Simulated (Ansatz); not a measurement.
Base system: GaN (space group P6_422, No. 181; a = 3.125 Å, c = 7.359 Å; a hypothetical phase, not in the database extracts checked). Axes: x lies along a and z along c of the hexagonal cell.

One thing is altered: uniaxial strain ε_zz = −2.09 %, all other strain components held at zero, atoms relaxed at fixed cell.

Levels (all Ansatz, a program for electronic structure, PAW): PBEsol (420 eV, no SOC); r2SCAN (500 eV, no SOC); HSE06 (420 eV, no spin-orbit coupling).

At the geometry relaxed with PBEsol, these levels gave the following band gaps, in shuffled order: (a) 2.02 eV, (b) 1.57 eV, (c) 2.81 eV.

Problem. Match each gap to its level.

Solution. (a) r2SCAN; (b) PBEsol; (c) HSE06.

Single points use the geometry relaxed with PBEsol. HSE06 gaps are upper bounds (no full band path). Whether these cells are dynamically stable was not tested. The base started in P3_121 and relaxed to P6_422 at this level.
